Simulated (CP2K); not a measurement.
A self-consistent single point of ZrTiNi2 (Amm2, 4 atoms in the cell) with CP2K.

Computed with LDA (Pade form), GPW, DZVP-MOLOPT-SR-GTH basis, GTH-PADE potentials (GTH_POTENTIALS) run with CP2K.

```xyz
4
Lattice="4.1003 0.0000 0.0000 0.0000 5.1121 0.0000 0.0000 4.1557 2.9771" Properties=species:S:1:pos:R:3 pbc="T T T"
Zr     2.0502     1.3384     0.4299
Ti     0.0000     7.9890     2.5664
Ni     0.0000     5.3669     1.7240
Ni     2.0502     3.8412     1.2339
```

Reference input (self-consistent single point, DFT PBEsol, GPW, DZVP-MOLOPT-SR-GTH basis, GTH-PBE potentials (GTH_POTENTIALS)): CUTOFF = 600 Ry; REL_CUTOFF = 50 Ry; SMEAR/METHOD = GAUSSIAN; SIGMA = 0.1 eV; KPOINTS/SCHEME = MONKHORST-PACK 6 8 8; GAMMA_CENTERED = T; XC_FUNCTIONAL = PBE:PBESOL; Zr/BASIS_SET = DZVP-MOLOPT-SR-GTH-q12; Zr/POTENTIAL = GTH-PBE-q12; Ti/BASIS_SET = DZVP-MOLOPT-SR-GTH-q12; Ti/POTENTIAL = GTH-PBE-q12; Ni/BASIS_SET = DZVP-MOLOPT-SR-GTH-q18. This run's input differs from it in these lines:

```diff
@@ -44,6 +44,3 @@
     &XC
-      &XC_FUNCTIONAL
-        &PBE
-          PARAMETRIZATION PBESOL
-        &END PBE
+      &XC_FUNCTIONAL PADE
       &END XC_FUNCTIONAL
@@ -81,3 +78,3 @@
       BASIS_SET DZVP-MOLOPT-SR-GTH-q12
-      POTENTIAL GTH-PBE-q12
+      POTENTIAL GTH-PADE-q12
     &END KIND
@@ -85,3 +82,3 @@
       BASIS_SET DZVP-MOLOPT-SR-GTH-q12
-      POTENTIAL GTH-PBE-q12
+      POTENTIAL GTH-PADE-q12
     &END KIND
@@ -89,3 +86,3 @@
       BASIS_SET DZVP-MOLOPT-SR-GTH-q18
-      POTENTIAL GTH-PBE-q18
+      POTENTIAL GTH-PADE-q18
     &END KIND
```

Output (repeated stretches shortened):

```
 SCF WAVEFUNCTION OPTIMIZATION

  Step     Update method      Time    Convergence         Total energy    Change
     1 NoMix/Diag. 0.30E+00      -     1.78480628      -445.1937680719 -4.45E+02
     2 Broy./Diag. 0.30E+00      -     0.27454021      -438.5062253989  6.69E+00
     3 Broy./Diag. 0.30E+00      -     0.12072774      -448.8989724731 -1.04E+01
     4 Broy./Diag. 0.30E+00      -     0.10412017      -443.9824115386  4.92E+00
     5 Broy./Diag. 0.30E+00      -     0.03470488      -445.0941068540 -1.11E+00
     6 Broy./Diag. 0.30E+00      -     0.05386344      -444.3612940414  7.33E-01
   [... 8 lines left out ...]
    15 Broy./Diag. 0.30E+00      -     0.00001608      -443.8830582673  1.53E-03
    16 Broy./Diag. 0.30E+00      -     0.00000291      -443.8834112843 -3.53E-04
    17 Broy./Diag. 0.30E+00      -     0.00000215      -443.8833548570  5.64E-05
    18 Broy./Diag. 0.30E+00      -     0.00000047      -443.8833684276 -1.36E-05
  *** SCF run converged in    18 steps ***

  Overlap energy of the core charge distribution:               0.00000000000000
  Self energy of the core charge distribution:               -715.60647891538679
  Core Hamiltonian energy:                                    191.86870345199893
  Hartree energy:                                             126.17457324599890
  Exchange-correlation energy:                                -46.31965081321393
  Smearing free energy correction:                             -0.00051539637889
  Fermi energy:                                                 0.41865785862150

  Total energy:                                              -443.88336842763078
  Total energy (extrapolated to sigma->0):                   -443.88311072944134

                     Mulliken Population Analysis

   [... lines left out ...]

 STRESS| Analytical stress tensor [bar]
 STRESS|                        x                   y                   z
 STRESS|      x       -1.52668904404E+05   1.60080479194E-08  -2.40635259185E-09
 STRESS|      y        1.60080479194E-08  -1.33473366762E+05  -5.93917774736E+03
 STRESS|      z       -2.40635259185E-09  -5.93917774736E+03  -1.16892826643E+05
 STRESS| 1/3 Trace                                            -1.34345032603E+05
```

The run converged in 18 iterations. Against the reference run the pressure goes from -7.75 to -13.43 GPa and the largest force goes from 0.220 to 0.347 eV/Å.

The starting cell comes from a database of computed structures (which also holds hypothetical and non-ambient phases and stackings), without a prior relaxation at this level. Its lattice was rescaled by a random factor within 2.5 % of one. Spin polarisation is off. Values carry the incompleteness of an atom-centred basis. With a pressure of about -13 GPa the cell is away from its equilibrium volume at this level.

Cost on one core of a shared machine: roughly 2 min.
